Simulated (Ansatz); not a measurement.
System: Na2CrO4 (Cmcm, No. 63). Method: r²SCAN (PAW; Ansatz, a program for electronic structure).

Run with plane-wave cutoff 500 eV, 8×8×6 k mesh (along the axes of the cell as run), Fermi–Dirac smearing 0.05 eV, no spin polarisation, scalar-relativistic PAW data made under PBE.

Computed at the level's own relaxed cell.

Predict the equilibrium volume per atom and band gap.


equilibrium volume per atom: 13.52 Å³/atom
band gap: 3.12 eV (on the SCF k mesh)

Static lattice: no zero-point or thermal effects.
